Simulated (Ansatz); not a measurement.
The starting structures come from a database of crystals and need not be the phases stable at ambient conditions.

Tunnelling through a barrier is set by its complex band structure: the current falls as exp(−2κd) with the smallest κ.

Data:

```xyz
16
Lattice="4.0115 0.0000 0.0000 2.0057 10.3455 -0.1155 2.0057 -4.5813 10.4684" Properties=species:S:1:pos:R:3 pbc="T T T"
In     6.0172     6.5959     5.8140
In     2.0057    -0.8317     4.5388
Sb     4.0115    -0.9145     9.4030
Sb     4.0115     6.6787     0.9498
Sb     4.0115     2.3110     2.3001
Sb     4.0115     3.4532     8.0527
Se     6.0172    -2.7031    10.1571
Se     2.0057     8.4673     0.1957
Se     2.0057     4.5138     1.4503
Se     6.0172     1.2503     8.9026
Se     2.0057     0.4467     2.1671
Se     6.0172     5.3174     8.1858
Se     2.0057    -2.1050     6.8759
Se     6.0172     7.8692     3.4769
Br     4.0115     4.7889     4.8373
Br     4.0115     0.9753     5.5156
```

Space group of this cell: C2/m. The cell was relaxed by PBE-D3(BJ); by r2SCAN its mean pressure is 0.9 GPa.

Transport runs along the normal of the first two printed cell vectors.

No gap correction and no spin-orbit coupling; mid-gap values are interpolated between computed energies.

Task: Give the band gap and the smallest decay constant κ at mid-gap that Ansatz (an electronic-structure program) with r2SCAN yields.

Result: Gap 1.23 eV on a 8×8×8 mesh; κ = 0.171 1/Å, at (0.000, 0.250) of the in-plane reciprocal vectors. At the zone centre, at the nearest computed energy, the slowest state has κ = 0.21 1/Å.
